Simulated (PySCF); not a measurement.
PySCF 2.14.0, unrestricted R2SCAN/def2-svp, df: tellurium hexafluoride triplet (F[Te](F)(F)(F)(F)F), charge 0, multiplicity 3, 7 atoms. The geometry is a generated start, not checked to be a minimum at this level.

```
Property                                             Value
-------------------------  -------------------------------
task                                                energy
method                                              r2scan
basis                                             def2-svp
two-electron scheme                        density fitting
mol.max_memory                                     3000 MB
mf.max_cycle                                           100
mf.init_guess                              minao (default)
mf.DIIS                                    CDIIS (default)
mf.conv_tol                                1e-09 (default)
mf.grids.level                                 3 (default)
effective core potentials  those of the basis set, past Kr
basis functions                                        110
grid points                                         107536
```

```xyz
7

F      0.9971    -1.4695    -0.6220
Te    -0.0017     0.0017    -0.0012
F      1.3299     1.1612    -0.6586
F     -1.3040    -1.1696     0.6857
F     -0.9120     0.0566    -1.6432
F      0.8846    -0.0665     1.6583
F     -0.9941     1.4861     0.5811
```

Charge 0 and multiplicity 3 are set for this test and not shown to be the ground state.

One run each on 2 threads, 1 BLAS thread. Values of diis_space tried: 3, 5, 8 (default), 12, 20.

Predict the course of the Fock builds along this series.

Fewest Fock builds: 8 (default) with 31. The run ends without SCF convergence in 100 cycles at 3, 5, 12, 20.

```
diis_space   Fock builds             end
-----------  -----------  --------------
3                    101  no convergence
5                    101  no convergence
8 (default)           31   same solution
12                    28  no convergence
20                    29  no convergence
```
